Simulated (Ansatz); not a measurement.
# A constructed model of the (111) surface of fcc Rh, a pseudomorphic layer of Ni in the other hollow (bottom of the slab: a bare face, its two planes held)

Level of theory: PBE (plane waves to 420 eV, PAW; Ansatz, a first-principles code).

Slab: 7 atoms, 13.4 Å thick at the start with caps and adatoms (thin: gaps and levels are the slab's own); k 16x16x1, smearing 0.1 eV, dipole-corrected; 2 atoms held, the rest relaxed; start symmetry kept, larger cells not searched; spin-polarised, ending with about 1.0 μB a cell; orders that need a larger cell were not tried, no spin-orbit, no U. In PBE it lies 0.03 eV a 1x1 cell over the lowest computed structure of the same composition (a pseudomorphic layer of Ni in the host's stacking).

| Property | Result |
|---|---|
| work function of the top face | 4.84 eV |
| energy released by relaxation | 0.17 eV |
| magnetic moment of the cell | 1.05 μB |
| cost | roughly 4 core-minutes |
